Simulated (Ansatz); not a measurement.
**SnO under a change: strain tensor (xx, yy, zz, yz, xz, xy) = (−0.30, +0.75, −0.96, −0.90, −0.36, +1.56) %**

Take SnO (space group P4/nmm, No. 129; a = 3.7675 Å, c = 4.5572 Å; layered, stacked along the Cartesian z axis; relaxed with 0.1 eV smearing) as the base. Axes: x, y, z lie along a, b, c of the conventional cell.

Perturbation: the symmetric strain tensor [-0.0030 0.0155 -0.0035; 0.0155 0.0075 -0.0089; -0.0035 -0.0089 -0.0096], atoms relaxed at fixed cell.

Level of theory: Ansatz (a first-principles code) PBEsol-D3(BJ), without spin-orbit coupling, earlier PAW set. k-mesh 15×15×13 (Γ-centred); smearing 0.1 eV (Fermi–Dirac).

* **Volume per atom**: 16.08 Å³ (base 16.17 Å³)
* **Space group**: P-1 (No. 2) (base P4/nmm (No. 129))
* **Shortest interatomic distance**: 2.207 Å (base 2.210 Å)
* **Energy relative to the base (free energy F)**: +5.6 meV/atom
* **Pressure (mean of the normal stresses, compression positive)**: 0.1 GPa (base 0.0 GPa)
* **Band gap**: zero (base zero)
* **Largest internal atomic displacement**: 0.016 Å
* **Stress (xx, yy, zz, yz, xz, xy; compression positive)**: (-0.1, -0.2, 0.6, 0.7, 0.2, -2.9) GPa

Final structure:

```
CELL_PARAMETERS angstrom
      3.75618     0.05858    -0.01337
      0.05858     3.79574    -0.03372
     -0.01618    -0.04079     4.51346
ATOMIC_POSITIONS crystal
  Sn 0.50162 0.00367 0.25505
  Sn 0.99838 0.49633 0.74495
  O  0.99987 0.00064 0.99792
  O  0.50013 0.49936 0.00208
```

Whether these cells are dynamically stable was not tested. All final runs are without spin polarisation. A zero or small gap of SnO can be the functional's error rather than a property of the material.
